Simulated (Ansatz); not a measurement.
**Short convergence ladders for Ti₃In (P3m1, 8 atoms in the cell)**

```
CELL_PARAMETERS angstrom
      5.92065     0.00000     0.00000
     -2.96032     5.12743     0.00000
      0.00000     0.00000     4.78828
ATOMIC_POSITIONS crystal
  Ti 0.16521 0.33042 0.25000
  Ti 0.83479 0.66958 0.75000
  Ti 0.83479 0.16521 0.75000
  Ti 0.16521 0.83479 0.25000
  Ti 0.66958 0.83479 0.25000
  Ti 0.33042 0.16521 0.75000
  In 0.33333 0.66667 0.76044
  In 0.66667 0.33333 0.25000
```

Base method: LDA (PW92), default PAW files made with PBE (plane waves; Ansatz, a program for electronic structure).

Base settings: basis.ecutwfc = 420 eV; kpoints.mp_grid.grid = 3 3 3; hamiltonian.xc = lda; hamiltonian.pseudopotentials = {kind: paw} (the program's default PAW files); scf.occupations.method = fermi_dirac; scf.occupations.width = 0.1 eV.

The count of work is k-points × plane waves × bands × iterations; it is no time. Core times come from one kind of shared machine, to one figure; runs under 30 s give none.

**The cutoff for other potential files**

Level: DFT, LDA (PW92), plane waves, harder PAW files (source: ansatz) made with PBE.

In this ladder: hamiltonian.pseudopotentials = {kind: paw, source: ansatz}.

The second cell is the first with its lattice scaled by 0.98.

The mesh stays at the base's, so the ladder's end is converged at best in this setting alone.

The first pressure column holds Ansatz's estimate of the finite-basis (Pulay) stress, which hides part of the cutoff error; the other is without it.

Only quantities that move along the ladder and can be compared are tabulated.

```csv
basis.ecutwfc,free energy less the last step's (meV/atom),energy of the compressed cell less the first (meV/atom),pressure (GPa),pressure without the Pulay estimate (GPa),largest difference of a force vector from the last step's (eV/Å),count of work / last
335 eV,4899.41,72.85,-1.96,-218.50,0.096,0.11
405 eV,1033.68,-48.38,-10.45,-65.04,0.022,0.14
520 eV,58.01,-32.28,-7.95,-12.77,0.012,0.20
630 eV,2.96,-32.88,-7.98,-8.25,0.000,0.28
740 eV,0.82,-32.81,-7.97,-7.98,0.000,0.35
890 eV,0.61,-32.81,-7.97,-7.98,0.000,0.46
1110 eV,0.30,-32.81,-7.97,-7.98,0.000,0.65
1480 eV,0.00,-32.81,-7.97,-7.98,0.000,1.0
```

Coarsest basis.ecutwfc that holds the pressure without the Pulay estimate within 0.5 GPa of the last step, with all finer ones: 630 eV, at 0.28 of the last step's count of work; the step before is off by 4.8 GPa.

Coarsest basis.ecutwfc that holds the pressure within 0.1 GPa of the last step, with all finer ones: 520 eV, at 0.20 of the last step's count of work; the step before is off by 2.5 GPa.

Coarsest basis.ecutwfc that holds the free energy within 5 meV/atom of the last step, with all finer ones: 630 eV, at 0.28 of the last step's count of work; the step before is off by 58 meV/atom.

The energy difference between the two cells stays within 1 meV/atom of the last step's from 520 eV on, the total only from 740 eV on: much of the error is common to both cells and cancels.

At the lowest cutoff the pressure without the Pulay estimate lies 211 GPa under the last step's, the usual sign of Pulay stress in an incomplete plane-wave basis.

**The relaxed cell against the cutoff**

On Ti3In (P6_3/mmc, 8 atoms in the cell): atoms on their sites.

In this ladder: relax = cell and atoms.

The mesh stays at the base's, so the ladder's end is converged at best in this setting alone.

Only quantities that move along the ladder and can be compared are tabulated.

```csv
basis.ecutwfc,relaxed volume (Å³/atom),relaxation steps,core time / last (rough)
295 eV,16.854,14,0.5
355 eV,16.894,8,–
420 eV,16.888,6,–
505 eV,16.885,6,0.5
630 eV,16.886,6,0.7
840 eV,16.885,6,1
```

Coarsest basis.ecutwfc that holds the relaxed volume within 0.017 Å³/atom of the last step, with all finer ones: 355 eV; the step before is off by 0.031 Å³/atom.

On the base run: the starting cell comes from a database of computed structures (which also holds hypothetical and non-ambient phases and stackings), without a prior relaxation at this level. Its lattice was rescaled by up to half a per cent. One atom was moved a little off its site on purpose. Spin polarisation is off. Without a gap this mesh is coarse (it stands for a supercell whose shortest vector is 14 Å).

Left out of this page: 2 runs of the series failed or unconverged.

Keys are those of Ansatz 0.2.
